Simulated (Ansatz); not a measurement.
Take W in the bcc (W type) structure (space group Im-3m, No. 229; a = 3.135 Å; relaxed with 0.1 eV smearing) as the base. Axes: x, y, z lie along the cube axes.

The values are results of LDA (Ansatz, a quantum-chemistry and plane-wave program), no spin-orbit coupling, not measurements.

Modification: the cell is stretched by 2.00 % along z with no lateral relaxation; the atoms relax in the strained cell.

**Question.** Predict the stress tensor and what it implies for the stiffness.

**Answer.** Stress of the strained cell less that of the base (GPa, compression positive):
```
   -4.2     0.0     0.0
    0.0    -4.2     0.0
    0.0     0.0   -10.5
```

Then −Δσ_ii/ε with ε = 0.0200 gives secant stiffness values (nonlinear terms included at this strain): C33 ≈ 525 GPa, C13 ≈ 210 GPa and C23 ≈ 210 GPa.

As a check, the harmonic strain energy −½ V₀ Δσ:ε is 10 meV/atom; the computed energy rise is 10 meV/atom.

Whether these cells are dynamically stable was not tested. All final runs are without spin polarisation.
